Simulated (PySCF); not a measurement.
PySCF 2.14.0, HF/def2-svp, df: V(NH)(OH)2(OiPr) (CC(C)[O][V](=[NH])([OH])[OH]), 18 atoms. The geometry is a generated start, not checked to be a minimum at this level.

| Quantity | Result |
|---|---|
| task | energy |
| method | hf |
| basis | def2-svp |
| two-electron scheme | density fitting |
| mol.max_memory | 3000 MB |
| mf.max_cycle | 100 |
| mf.conv_tol | 1e-09 (default) |
| basis functions | 179 |

```xyz
18

V     -1.5010     0.9050     0.3347
N     -2.4343    -0.1911    -0.3575
H     -3.0140    -0.8999    -0.7983
O     -2.1658     1.2358     1.8305
H     -2.9353     1.1234     2.3909
O     -1.4790     2.2316    -0.6745
H     -1.8184     2.6853    -1.4464
O     -0.0104     0.2675     0.5305
C      0.9508    -0.6913     0.2992
C      2.3469    -0.1206     0.5849
C      0.8404    -1.1853    -1.1504
H      0.7597    -1.5416     0.9839
H      2.5339     0.7271    -0.0728
H      3.1077    -0.8783     0.4175
H      2.4034     0.2176     1.6167
H     -0.1768    -1.5364    -1.3253
H      1.0463    -0.3575    -1.8291
H      1.5459    -1.9914    -1.3345
```

Charge 0 and multiplicity 1 are set for this test and not shown to be the ground state.

With the defaults (mf.DIIS = CDIIS, mf.diis = true, mf.level_shift = 0, mf.diis_space = 8, mf.damp = 0, mf.diis_start_cycle = 1, mf.diis_damp = 0, mf.init_guess = minao) it converges in 18 Fock builds. One run each on 2 threads, 1 BLAS thread, with these changes:
- mf.damp = 0.3, mf.diis_start_cycle = 4
- mf.diis_space = 12
- mf.init_guess = atom
- mf.diis = false
- mf.diis_damp = 0.3
- mf.DIIS = EDIIS
- mf.diis_space = 5
- mf.level_shift = 0.3 Hartree
- mf.diis_space = 20

Q: Which runs fail or end elsewhere than the default run?

A: No convergence: mf.DIIS = EDIIS; mf.diis = false (the run ends without SCF convergence in 100 cycles). The rest reach the solution of the defaults.

| setting | Fock builds | end |
|---|---|---|
| mf.diis_space = 12 | 17 | same solution |
| mf.diis_space = 20 | 17 | same solution |
| the defaults | 18 | same solution |
| mf.diis_damp = 0.3 | 18 | same solution |
| mf.init_guess = atom | 18 | same solution |
| mf.diis_space = 5 | 20 | same solution |
| mf.damp = 0.3, mf.diis_start_cycle = 4 | 20 | same solution |
| mf.level_shift = 0.3 Hartree | 21 | same solution |
| mf.DIIS = EDIIS | 101 | no convergence |
| mf.diis = false | 101 | no convergence |
